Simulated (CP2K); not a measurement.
Band structure of MgPd3 (Pm-3m, 4 atoms in the cell).

```
CELL_PARAMETERS angstrom
      3.96476     0.00000     0.00000
      0.00000     3.96476     0.00000
      0.00000     0.00000     3.96476
ATOMIC_POSITIONS crystal
  Mg 0.00000 0.00000 0.00000
  Pd 0.00000 0.50000 0.50000
  Pd 0.50000 0.00000 0.50000
  Pd 0.50000 0.50000 0.00000
```

Computed with PBEsol, GPW, DZVP-MOLOPT-SR-GTH basis, GTH-PBE potentials (GTH_POTENTIALS) (CP2K).

Settings: CUTOFF = 1000 Ry; REL_CUTOFF = 50 Ry; SMEAR/METHOD = FERMI_DIRAC; ELECTRONIC_TEMPERATURE = 1160.45 K; KPOINTS/SCHEME = MONKHORST-PACK 7 7 7; XC_FUNCTIONAL = PBE:PBESOL; Mg/BASIS_SET = DZVP-MOLOPT-SR-GTH; Mg/POTENTIAL = GTH-PBE-q10; Pd/BASIS_SET = DZVP-MOLOPT-SR-GTH; Pd/POTENTIAL = GTH-PBE-q18; METHOD = GPW; EPS_DEFAULT = 1e-10; EXTRAPOLATION = USE_GUESS; NGRIDS = 5.

The starting cell comes from a database of computed structures (which also holds hypothetical and non-ambient phases and stackings), without a prior relaxation at this level. Its lattice was rescaled by a random factor within 2.5 % of one. Spin polarisation is off. Values carry the incompleteness of an atom-centred basis. The potentials were made for another functional than the one used.

Levels in eV from the Fermi level, bands 29 to 34:
```tsv
point	29	30	31	32	33	34
Γ	-0.11	0.26	0.26	0.26	2.46	2.46
X	-1.51	-1.49	-1.29	-0.62	0.26	6.92
M	-1.76	-1.22	-1.21	-0.68	0.36	1.88
R	-0.06	-0.06	-0.06	0.06	0.06	0.06
```

Bands cross the Fermi level along this path, so the cell is metallic at this level.

Higher empty bands are left out: an atom-centred basis made for the valence describes them poorly.
